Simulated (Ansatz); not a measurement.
## Effect of biaxial strain −1.25 %, plane normal [111], relaxed out of plane on ZnS

The reference is ZnS in the zinc blende structure (space group F-43m, No. 216; a = 5.297 Å). Axes: x, y, z lie along the cube axes.

Modification: compressive biaxial strain of 1.25 % in the plane normal to [111], as in epitaxy on a mismatched substrate; the out-of-plane cell vector and the atoms relax.

All numbers come from DFT with LDA, PAW potentials and a 420 eV plane-wave cutoff in Ansatz (a quantum-chemistry and plane-wave program), without spin-orbit coupling. k-mesh 11×11×11 (Γ-centred); smearing 0.05 eV (Fermi–Dirac).

The volume per atom drops by 0.31 Å³, from 18.58 Å³ to 18.27 Å³ and the shortest interatomic distance shrinks by 0.015 Å, from 2.294 Å to 2.279 Å. The energy grows by 3.2 meV/atom and the pressure (mean of the normal stresses, compression positive) goes up by 1.49 GPa, from -0.01 GPa to 1.48 GPa. The band gap increases by 0.02 eV to 2.15 eV and the gap character stays direct at Γ. The electron mass changes from 0.17 mₑ (at Γ) to 0.16 mₑ out of plane, 0.18 mₑ in plane (at Γ) and the valence-band top at Γ (three highest levels, from the VBM) changes from 0.00, 0.00, 0.00 eV to 0.00, 0.00, -0.13 eV. The valley order (the lowest conduction-band minima on the path, energy above the VBM, named in the base's zone) goes from Γ 2.13 eV; X along ⟨100⟩ 3.05 eV; L along ⟨111⟩ 3.20 eV to Γ 2.15 eV; X along [100] 2.95 eV; L along [1-11] 3.13 eV; L along [111] 3.37 eV and the out-of-plane strain comes out as +0.84 %. The ratio −ε⊥/ε∥ is 0.67.

Final structure (turned so that z lies along the plane normal):

```
ZnS
1.0
    3.69860     0.00000     0.00000
    1.84930     3.20308     0.00000
    1.84930    -1.06769     3.08391
Zn S
1 1
Direct
  0.00271   0.99864   0.99593
  0.49729   0.75136   0.25407
```

Effective masses come from finite differences of ±0.01 Å⁻¹. Whether these cells are dynamically stable was not tested. k-point labels follow each cell's own Brillouin zone.
